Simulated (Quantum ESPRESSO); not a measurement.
## σxx against uniaxial strain in CsCl-type CuZn (space group 221): C11 (Quantum ESPRESSO, PBEsol)

```yaml
crystal:
  lattice:
    - [2.86723, 0.00000, 0.00000]
    - [0.00000, 2.91090, 0.00000]
    - [0.00000, 0.00000, 2.91090]
  atoms:
    - { symbol: Zn, position: [0.50000, 0.50000, 0.50000] }
    - { symbol: Cu, position: [0.00000, 0.00000, 0.00000] }
```

Method of the run: PBEsol, GBRV 1.5 ultrasoft (PBESOL) pseudopotentials (plane waves; Quantum ESPRESSO). Settings: ecutwfc = 65 Ry; ecutrho = 520 Ry; occupations = smearing; smearing = fermi-dirac; degauss = 0.0036749 Ry; potentials = {Zn: zn_pbesol_v1.uspp.F.UPF, Cu: cu_pbesol_v1.2.uspp.F.UPF}; K_POINTS = automatic 22 22 22 0 0 0; conv_thr = 1e-10 Ry. The cell above is the first row's. The rows stretch one cube axis (x) by the strain ε and hold the other two. Stress is positive in tension. In all rows fractional positions and the k mesh are held.

| ε (%) | σxx (GPa) |
|---|---|
| -1.5 | -2.20 |
| -1.0 | -1.37 |
| -0.5 | -0.58 |
| 0.0 | 0.20 |
| 0.5 | 0.93 |
| 1.0 | 1.65 |
| 1.5 | 2.35 |
| 2.0 | ? |

Fit σxx against ε with a parabola, and predict the withheld value at ε = 2.0.

Least squares gives σxx = 0.192 + 1.5143·ε - 0.0524·ε². Residuals (row less fit): -0.003, 0.005, -0.002, 0.008, -0.006, -0.004, 0.004; standard error 0.006 (degrees of freedom: 4). The slope at ε = 0, 1.5143 GPa per cent, gives C11 ≈ 100 × 1.5143 = 151 GPa, for the static lattice. At the withheld row, σxx = 0.192 + 1.5143 × 2.0 - 0.0524 × 2.0² = 3.011 GPa. The calculation gives 3.03 GPa, 0.019 GPa above the prediction (0.4 % of the range of σxx in the table). The row lies outside the fitted rows, so this is an extrapolation. From the scatter of the fitted rows alone, a prediction at this place has a standard error of 0.012 GPa, so the miss is 1.6 times that.

Carrying the step between the two nearest rows on in a straight line would have given 3.05, off by 0.02; series whose last step already gives the withheld value aren't shown. The reference cell has the volume at which an earlier scan in this program and functional put its minimum by a fit. The runs keep the symmetry of the cell, so they don't test it for distortions. The unstrained cell stands at a pressure of -0.20 GPa, and the constants belong to that pressure. By symmetry this strain leaves no force on the atoms; the largest in the rows is 0.000 eV/Å. Spin polarisation is off. Without a gap such slopes are sensitive to mesh and smearing. Cutoffs and mesh are single choices, not tested for convergence of this quantity. Series with a scatter that would blur these digits, or in which a gap closes, are not shown. Strain series were run only where this level's volume lies within 10 % of a first guess from the measured size.
